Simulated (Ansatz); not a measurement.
**Na2S (Fm-3m): band-edge transport data**

Here is the system:

```
CELL_PARAMETERS angstrom
      0.00000     3.25088     3.25088
      3.25088     0.00000     3.25088
      3.25088     3.25088     0.00000
ATOMIC_POSITIONS crystal
  Na 0.25000 0.25000 0.25000
  Na 0.75000 0.75000 0.75000
  S  0.00000 0.00000 0.00000
```

Calculation: r2SCAN, rigid bands (plane waves, PAW, scalar-relativistic; Ansatz, a quantum-chemistry and plane-wave program). Condition of this run: functional r2SCAN on the same cell. How the cell was made: cell and atoms relaxed with PBEsol.

```
Property                                                                                                                                                      Result
---------------------------------------------------------------------------------------------------------------------------------------  ---------------------------
band gap                                                                                                                                                     3.10 eV
electron conductivity mass (300 K, dilute)                                                                                                                   0.32 mₑ
hole conductivity mass (300 K, dilute)                                                                                                                        2.9 mₑ
effective density of states N_c (300 K)                                                                                                                  4.6e18 cm⁻³
effective density of states N_v (300 K)                                                                                                                  1.1e21 cm⁻³
density-of-states mass, electrons                                                                                                                            0.32 mₑ
density-of-states mass, holes                                                                                                                                12.3 mₑ
Seebeck coefficient, n-type 1e19 cm⁻³, 300 K                                                                                                               -161 μV/K
best n-type power factor at 300 K for τ = 10 fs (best axis; densities from 1e16 to 1e21 cm⁻³ tried, whether or not they can be reached)  2.2 μW/(cm·K²) at 1e19 cm⁻³
Seebeck coefficient, p-type 1e19 cm⁻³, 300 K                                                                                                                600 μV/K
```

Rigid bands; masses and Seebeck coefficients take one relaxation time τ for all states and one kind of carrier; polarons and phonon drag are left out. Spin-orbit coupling is left out; where it splits the top of the valence band, N_v and the p-type Seebeck coefficient come out somewhat high without it. Geometry: cell and atoms relaxed with PBEsol.

Formula and space group known from diffraction (Crystallography Open Database), not checked to be the room-temperature form: Na2S (Fm-3m).
